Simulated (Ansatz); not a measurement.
A computed series for Os: response to strain

Start from Os in the hcp (Mg type) structure (space group P6_3/mmc, No. 194; a = 2.7290 Å, c = 4.3091 Å; relaxed with 0.1 eV smearing).

Strains are applied to the cell and any free atomic positions relax.

Computed with Ansatz (a program for electronic structure), PBEsol, PAW, cutoff 420 eV, without spin-orbit coupling.

Notes on the quantities. pressure: mean of the normal stresses, compression positive; energy relative to the base: free energy F.

```csv
variant,pressure,volume per atom,energy relative to the base
base,0.0 GPa,13.90 Å³,0 meV/atom
isotropic strain −3.00 %,49.0 GPa,12.68 Å³,+170 meV/atom
isotropic strain −2.50 %,39.3 GPa,12.88 Å³,+116 meV/atom
isotropic strain −2.00 %,30.2 GPa,13.08 Å³,+73 meV/atom
isotropic strain +0.50 %,-6.2 GPa,14.11 Å³,+4.1 meV/atom
isotropic strain +1.00 %,-12.0 GPa,14.32 Å³,+16 meV/atom
isotropic strain +1.50 %,-17.3 GPa,14.53 Å³,+36 meV/atom
isotropic strain +2.00 %,-22.3 GPa,14.75 Å³,+63 meV/atom
isotropic strain +2.50 %,-26.8 GPa,14.96 Å³,+96 meV/atom
isotropic strain +3.00 %,-31.0 GPa,15.18 Å³,+136 meV/atom
```

No phonon test of stability was made. The final runs are not spin-polarised.
